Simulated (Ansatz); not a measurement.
What pressure 75 GPa does to BaTiO3

The parent structure is BaTiO$_{3}$ (space group P4mm, No. 99; a = 3.973 Å, c = 4.112 Å).

Now apply this change: cell and atoms relaxed at a pressure of 75 GPa.

Level of theory: r2SCAN/PAW in Ansatz (a quantum-chemistry and plane-wave program), spin-orbit coupling left out, earlier PAW set. Settings: 8×8×8 k-points, 0.05 eV Fermi–Dirac smearing.

The volume per atom shrinks by 2.98 Å³ to 10.00 Å³ and the density grows by 1.78 g/cm³, from 5.97 g/cm³ to 7.75 g/cm³. The shortest interatomic distance increases by 0.020 Å to 1.842 Å and the enthalpy H = E + PV relative to the base's energy amounts to +5.20 eV/atom. The band gap goes up by 0.192 eV (2.23 eV → 2.43 eV) and the gap character amounts to direct at Γ.

Final structure:

```xyz
5
Lattice="3.6837 0.0000 0.0000 0.0000 3.6837 0.0000 0.0000 0.0000 3.6837" Properties=species:S:1:pos:R:3 pbc="T T T"
Ti     1.8419     1.8419     1.5516
Ba     0.0000     0.0000     3.3935
O      1.8419     1.8419     3.3935
O      1.8419     0.0000     1.5516
O      0.0000     1.8419     1.5516
```

Load acts through the strain it causes; cell and atoms are relaxed under it. Stability against distortions was not tested. Competing high-pressure phases were not computed. All final runs are without spin polarisation. Along this pressure series the structure jumps between pressure 7 GPa and pressure 15 GPa; cells beyond that are another form of it. Labels are those of the standard path for the cell's own space group.
